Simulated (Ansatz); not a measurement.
We consider SnSeS (P3m1, No. 156, 3 atoms in the cell; start mp-1218912), described by PBEsol (PAW; Ansatz, a program for electronic structure).

Numerical settings: plane-wave cutoff 520 eV, 12×12×6 k mesh (along the axes of the cell as run), Fermi–Dirac smearing 0.01 eV, scalar-relativistic PAW data made under PBE.

Cell (relaxed at this level):

```cif
data_SSeSn
_chemical_formula_sum 'Sn1 Se1 S1'
_space_group_name_H-M_alt 'P3m1'
_space_group_IT_number 156
_space_group_name_Hall 'P 3 -2"'
_cell_length_a 3.73356
_cell_length_b 3.73356
_cell_length_c 6.10783
_cell_angle_alpha 90.000
_cell_angle_beta 90.000
_cell_angle_gamma 120.000
loop_
_atom_site_label
_atom_site_type_symbol
_atom_site_symmetry_multiplicity
_atom_site_Wyckoff_symbol
_atom_site_fract_x
_atom_site_fract_y
_atom_site_fract_z
_atom_site_occupancy
Sn1 Sn 1 b 0.33333 0.66667 0.00783 1
Se1 Se 1 a 0.00000 0.00000 0.74551 1
S1 S 1 c 0.66667 0.33333 0.24666 1
```

Give the computed band gap.


- band gap = 0.84 eV (on the SCF k mesh)

Note: the relaxation could not lower the start's symmetry, so the cell can be a saddle point above a distorted one; the cell has widely spaced layers and the level no dispersion term, so their spacing and the moduli can rest on weak binding.

Spin–orbit coupling is not included.

Computed values are for the static lattice.

Computing time: about 2.2 core-minutes (a rough figure).

A start named mp-… is a Materials Project structure, which need not be a measured phase.
